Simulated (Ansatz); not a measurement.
Results of HSE06 in Ansatz (plane waves, PAW) for LiF (model structure, started from the CsCl type, Pm-3m, No. 221, 2 atoms in the cell).

Settings: plane-wave cutoff 460 eV, 10×10×10 k mesh, Fermi–Dirac smearing 0.01 eV, scalar-relativistic PAW data made under PBE.

Cell (relaxed with PBEsol):

LiF is modelled in the cubic space group Pm-3m (No. 221), the CsCl type structure, Pearson symbol cP2. Cell: a = b = c = 2.523 Å, α = β = γ = 90.00°. Li on 1a has 8 F at 2.185 Å (cubic). F on 1b has 8 Li at 2.185 Å (cubic). (Neighbours: up to the widest gap in distance over summed covalent radii, below 1.35, at either atom; cation-cation and far metal-metal contacts left out.)

Task: What does this level give for the band gap and smallest direct gap on the k points sampled?

Result: 
band gap: 10.09 eV (on the SCF k mesh) (indirect)
smallest direct gap on the k points sampled: 10.84 eV

Note: the relaxation could raise the start's symmetry but not lower it, so the cell can be a saddle point.

Computed values are for the static lattice.

The result took roughly 40 core-seconds.

A model structure was made by putting elements into a prototype or built by hand; it is no filed structure, need not be a known phase, and can be a saddle point held by its symmetry.

Ansatz is a program for electronic structure.
